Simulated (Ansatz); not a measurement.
The starting structures come from a database of crystals and need not be the phases stable at ambient conditions.

 Where the default PAW files enter, the runs use the earlier of Ansatz's two default sets.

The decay constant κ of evanescent states in the gap governs leakage through a thin film.

Given:

```xyz
18
Lattice="6.6593 0.0000 0.0000 0.0000 6.6593 0.0000 0.0000 0.0000 4.5525" Properties=species:S:1:pos:R:3 pbc="T T T"
Li     1.6648     4.9945     2.2763
Li     4.9945     4.9945     2.2763
Li     4.9945     1.6648     2.2763
Li     1.6648     1.6648     2.2763
Ti     0.0000     3.3296     0.4751
Ti     3.3296     0.0000     4.0774
Ge     3.3296     3.3296     0.0000
Ge     0.0000     0.0000     0.0000
O      3.3296     1.9074     3.4986
O      1.4222     0.0000     3.4986
O      3.3296     4.7519     3.4986
O      5.2371     0.0000     3.4986
O      0.0000     1.4222     1.0539
O      4.7519     3.3296     1.0539
O      0.0000     5.2371     1.0539
O      1.9074     3.3296     1.0539
O      3.3296     0.0000     1.2411
O      0.0000     3.3296     3.3114
```

Space group of this cell: P4/nmm. The cell is taken as given; by r2SCAN its mean pressure is -5.6 GPa.

Transport runs along the normal of the first two printed cell vectors, the (001) plane of the conventional cell.

The gap is the functional's own. No spin-orbit coupling. Mid-gap values are interpolated on the energy grid.

Question: Estimate the band gap and the smallest decay constant κ at mid-gap that Ansatz (a quantum-chemistry and plane-wave program) with r2SCAN returns for this system.

Answer: Gap 3.98 eV on a 6×6×8 mesh; κ = 0.403 1/Å, at the zone centre.
